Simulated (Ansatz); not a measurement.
Consider BAs (space group P4_2/mnm, No. 136; a = 5.837 Å, c = 3.362 Å; a hypothetical phase, not in the database extracts checked). Axes: x, y, z lie along a, b, c of the conventional cell.

Now apply this change: biaxial strain −2.39 %, plane normal [001], relaxed out of plane (Cartesian); in-plane vectors clamped, the third vector and the atoms free.

Levels (all Ansatz, a first-principles code, PAW): PBEsol (420 eV, scalar-relativistic without spin-orbit coupling); PBEsol+SOC (420 eV, noncollinear with spin-orbit coupling).

The geometry is relaxed with PBEsol.

| Property | Value |
|---|---|
| PBEsol band gap | 0.42 eV |
| PBEsol electron mass | 0.13 mₑ out of plane, 0.84 mₑ in plane (at Γ) |

Task: How does going to PBEsol+SOC change the band gap, hole mass and electron mass?

Result: The band gap drops by 0.066 eV to 0.36 eV; the hole mass comes out as 0.52 mₑ out of plane, 0.25 mₑ in plane (at Γ); the electron mass stays 0.13 mₑ out of plane, 0.84 mₑ in plane (at Γ).

Single points use the geometry relaxed with PBEsol. Differences between runs with and without spin-orbit coupling are approximate. Masses are band curvatures over ±0.01 Å⁻¹ around the edge. No phonon test of stability was made.
